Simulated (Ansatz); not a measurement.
Sc4Si3 (model structure, started from the Al4C3 type, R-3m, No. 166, 7 atoms in the cell), treated with LDA (plane waves, PAW; Ansatz, an electronic-structure program).

Input:

Ansatz 0.2 input:
```yaml
crystal:
  lattice:
    - [2.1825066, 1.260070773, 9.0266020779]
    - [-2.1825066, 1.260070773, 9.0266020779]
    - [0.0, -2.520141546, 9.0266020779]
  atoms:
    - { symbol: Sc, position: [0.8957023869, 0.8957023869, 0.8957023869] }
    - { symbol: Sc, position: [0.1042976131, 0.1042976131, 0.1042976131] }
    - { symbol: Sc, position: [0.7025190699, 0.7025190699, 0.7025190699] }
    - { symbol: Sc, position: [0.2974809301, 0.2974809301, 0.2974809301] }
    - { symbol: Si, position: [0.7996577545, 0.7996577545, 0.7996577545] }
    - { symbol: Si, position: [0.2003422455, 0.2003422455, 0.2003422455] }
    - { symbol: Si, position: [0.0, 0.0, 0.0] }
basis:
  ecutwfc: 520
  ecutrho_ratio: 4
  xc_grid: 2
kpoints:
  mp_grid: { grid: [8, 8, 8] }
hamiltonian:
  xc: lda
  dispersion: none
  pseudopotentials: { kind: paw }
scf:
  occupations: { method: fermi_dirac, width: 0.01 }
output:
  forces: true
  stress: true
  eigenvalues: true
relax:
  f_tol: 0.004
  escape_saddle: false
  max_steps: 80
  cell: { stress_tol: 0.02, fix: [volume] }
```

Excerpt of the program's output:

```
Relaxation: its limit of steps is 80 (relax.max_steps)
Crystal: 7 atoms, lattice volume = 148.945 Å³
Basis set: ecut = 520 eV, 3981 PW (Γ), FFT grids on a1−a3, a2−a3, a3, exchange–correlation on 72×72×144 points (8 copies of the dense FFT grid, shifted against one another)
Bands: 35, of which v1, the nominal top of the filled ones, is band 28 counted from 1 (27 counted from 0)
Symmetry: 12 space group operations
Space group: R-3m (ITA 166), of the structure as read, at distance tolerance 5.3e-5 Å
k-points: 65 of 512
Functional: x = slater, c = lda
SCF iter   1: F=—  HF=-10183.808854 eV  |F-HF|=—  |Δ(HF+E_count)|=         —  Δρ=8.99e-3  dr2=9.23e-1
SCF iter   2: F=—  HF=-10183.764807 eV  |F-HF|=—  |Δ(HF+E_count)|=   4.40e-2  Δρ=4.63e-3  dr2=2.81e-1
  ...
SCF 1 converged in 8 iterations: F = -10183.747410 eV  dr2 = 4.20e-8
Crystal: 7 atoms, lattice volume = 148.945 Å³
Basis set: ecut = 520 eV, 3969 PW (Γ), FFT grids on a1−a3, a2−a3, a3, exchange–correlation on 72×72×144 points (8 copies of the dense FFT grid, shifted against one another)
Initial density: handed on by an earlier stage of this run
  ...
SCF 3 converged in 7 iterations: F = -10183.734784 eV  dr2 = 2.39e-7
Crystal: 7 atoms, lattice volume = 148.945 Å³
Basis set: ecut = 520 eV, 3951 PW (Γ), FFT grids on a1−a3, a2−a3, a3, exchange–correlation on 72×72×144 points (8 copies of the dense FFT grid, shifted against one another)
SCF 4 converged in 11 iterations: F = -10183.755436 eV  dr2 = 6.62e-12
Crystal: 7 atoms, lattice volume = 148.945 Å³
SCF 5 converged in 6 iterations: F = -10183.755466 eV  dr2 = 2.60e-10
Crystal: 7 atoms, lattice volume = 148.945 Å³
SCF iter   8: F=-10183.755468 eV  HF=-10183.755468 eV  |F-HF|=3.64e-12  |Δ(HF+E_count)|=    0.00e0  Δρ=1.61e-9  dr2=8.94e-15
SCF iter   9: F=-10183.755468 eV  HF=-10183.755468 eV  |F-HF|=1.82e-12  |Δ(HF+E_count)|=    0.00e0  Δρ=7.93e-10  dr2=2.25e-15
SCF 6 converged in 9 iterations: F = -10183.755468 eV  dr2 = 2.25e-15
SCF converged after 9 iterations
Free energy (F): -10183.755468 eV
Internal energy: -10183.750271 eV  (E = F + TS)
E sigma→0 (E₀):  -10183.752869 eV
Fermi energy:    8.274198 eV
--- Forces (eV/Å), atoms counted from 1 ---
  atom   1  Sc    -0.00000000     0.00000000     0.00085140
  atom   2  Sc     0.00000000    -0.00000000    -0.00085140
  atom   3  Sc    -0.00000000     0.00000000     0.00090766
  atom   4  Sc     0.00000000    -0.00000000    -0.00090766
  atom   5  Si    -0.00000000     0.00000000    -0.00014820
  atom   6  Si     0.00000000    -0.00000000     0.00014820
  atom   7  Si     0.00000000    -0.00000000    -0.00000000
--- Stress (GPa, compression-positive) ---
        0.681285       0.000000       0.000000
        0.000000       0.681285       0.000000
        0.000000       0.000000       0.667875
  P = ⅓ Tr σ = 0.6768 GPa (6.768 kbar)
```

The cell is one volume of an energy–volume scan, off the minimum.

The PAW data were made under PBE.

Note: the relaxation could raise the start's symmetry but not lower it, so the cell can be a saddle point.

The result took roughly 4 core-minutes.

A model structure was made by putting elements into a prototype or built by hand; it is no filed structure, need not be a known phase, and can be a saddle point held by its symmetry.
